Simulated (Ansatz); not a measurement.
A user runs Ansatz (a program for electronic structure) on Cs (Pm-3n, 8 atoms in the cell) and asks whether the run is sound. The aim is a self-consistent single point with DFT, PBEsol, plane waves, default PAW files made with PBE.

This input was run:

Ansatz 0.2 input:
```yaml
crystal:
  lattice:
    - [9.430528, 0.000000, 0.000000]
    - [0.000000, 9.430528, 0.000000]
    - [0.000000, 0.000000, 9.430528]
  atoms:
    - { symbol: Cs, position: [0.250000, 0.000000, 0.500000] }
    - { symbol: Cs, position: [0.750000, 0.000000, 0.500000] }
    - { symbol: Cs, position: [0.000000, 0.500000, 0.250000] }
    - { symbol: Cs, position: [0.000000, 0.500000, 0.750000] }
    - { symbol: Cs, position: [0.500000, 0.250000, 0.000000] }
    - { symbol: Cs, position: [0.500000, 0.750000, 0.000000] }
    - { symbol: Cs, position: [0.000000, 0.000000, 0.000000] }
    - { symbol: Cs, position: [0.500000, 0.500000, 0.500000] }
basis:
  ecutwfc: 170.0
kpoints:
  mp_grid: { grid: [3, 3, 3] }
hamiltonian:
  xc: pbesol
  pseudopotentials: { kind: paw }
scf:
  occupations: { method: methfessel_paxton, width: 0.272 }
output:
  forces: true
  eigenvalues: true
  stress: true
```

Output (repeated stretches shortened):

```
WARN basis.ecutwfc = 170 eV is below the records' recommended cutoff, and the density's cutoff is lower with it unless basis.ecutrho_ratio is high enough to …
WARN ansatz: RAYON_NUM_THREADS=1 ignored (pool sized by the plan → 1); use --threads N
Pseudopotentials: kind: paw
Pseudopotential: Cs, paw, valence charge 9
Crystal: 8 atoms, lattice volume = 838.703 Å³
Basis set: ecut = 170 eV, 4169 PW (Γ), exchange–correlation on 90×90×90 points (8 copies of the dense FFT grid, shifted against one another)
Bands: 44, of which v1, the nominal top of the filled ones, is band 36 counted from 1 (35 counted from 0)
Symmetry: 48 space group operations
Space group: Pm-3n (ITA 223), of the structure as read, at distance tolerance 9.4e-5 Å
k-points: 4 of 27
PAW frozen core: Cs, regenerated for the run's functional, and the local potential with it
Initial density: superposition of atomic densities (neutral atoms: chi_scale 0, normalization atom), corrected by the library's trained network
Initial wavefunctions: pseudopotential atomic-orbital guess
Eigensolver: davidson
Functional: x = pbesol(κ = 0.804, μ = 0.12345679012345678), c = pbesol(β = 0.046)
SCF iter   1: F=—  HF=-44682.799246 eV  |F-HF|=—  |Δ(HF+E_count)|=         —  Δρ=5.55e-3  dr2=6.73e-2  ethr=1.77e-3  ⟨swp⟩=10.5  Hψ=765  notcnv=0
all-band conjugate gradients solve this SCF's bands
preconditioner: auto → Kerker (q_TF=auto, 1.812 Å⁻¹)
SCF iter   2: F=—  HF=-44682.817903 eV  |F-HF|=—  |Δ(HF+E_count)|=   1.87e-2  S|Δr|=    0.00e0  Δρ=2.97e-3  dr2=2.31e-2  ethr=9.35e-5  ⟨swp⟩=2.0  Hψ=219  notcnv=0
   [... lines left out ...]
SCF iter   6: F=—  HF=-44682.824576 eV  |F-HF|=—  |Δ(HF+E_count)|=   7.49e-5  S|Δr|=    0.00e0  Δρ=5.75e-6  dr2=1.21e-6  ethr=1.34e-8  ⟨swp⟩=6.2  Hψ=428  notcnv=0
SCF iter   7: F=—  HF=-44682.824577 eV  |F-HF|=—  |Δ(HF+E_count)|=   2.58e-7  S|Δr|=    0.00e0  Δρ=1.75e-6  dr2=1.48e-7  ethr=1.68e-9  ⟨swp⟩=4.2  Hψ=386  notcnv=0
SCF iter   8: F=-44682.824577 eV  HF=-44682.824577 eV  |F-HF|=1.27e-8  |Δ(HF+E_count)|=   3.07e-8  S|Δr|=    0.00e0  Δρ=5.45e-7  dr2=1.99e-8  ethr=1.39e-10  ⟨swp⟩=19.8  Hψ=893  notcnv=0
SCF 1 converged in 8 iterations: F = -44682.824577 eV  dr2 = 1.99e-8
Stability not checked (fill_not_monotonic)
Free energy (F): -44682.824577 eV
Internal energy: -44682.776924 eV  (E = F + TS)
E sigma→0 (E₀):  -44682.812664 eV
Entropy (-TS):   -0.047653 eV (-5.957 meV/atom)
Fermi energy:    2.600760 eV
--- Forces (eV/Å), atoms counted from 1 ---
  atom   1  Cs     0.00000000     0.00000000     0.00000000
   [... zero for the other atoms too ...]
--- Stress (GPa, compression-positive) ---
        0.104674       0.000000      -0.000000
        0.000000       0.104674       0.000000
        0.000000       0.000000       0.104674
  P = ⅓ Tr σ = 0.1047 GPa (1.047 kbar)
  The stress holds the Pulay correction. Without it, at fixed plane waves, as pw.x and ABINIT print it: P = -1.9392 GPa
```

**Question.** Is anything amiss in this input, and did it matter?

**Answer.** The run is not sound. The fault is a basis or grid far too coarse for these potentials. Far below the cutoff that the potentials were made for, the basis cannot represent the orbitals near the nuclei, and energies, forces and above all the stress go wrong. To fix it, restore the cutoff that the potentials need and check convergence. The run converged in 8 iterations without an error; against the sound input the free energy rises by 430 meV/atom and the pressure stays at 0.10 GPa. At a fixed set of plane waves, without the program's Pulay estimate, the pressure is -1.94 GPa against 0.10 GPa.

An input that runs soundly differs in these lines (not the only fix; some lines may just follow from the change or write a value another way):
```diff
-basis:
-  ecutwfc: 170.0
```

With that input, the run converged in 7 iterations: free energy E − TS (on the zero of these files) -44686.2646 eV; Fermi level (on the code's own zero) 2.59 eV; pressure 0.10 GPa (DFT, PBEsol, plane waves, default PAW files made with PBE).

On the sound input: the starting cell was generated: these elements placed on a structure prototype, without a prior relaxation; it need not be a known phase or ordering of this composition. Its lattice was rescaled by a random factor within 2.5 % of one. Ansatz's pressure includes its estimate of the finite-basis (Pulay) stress.
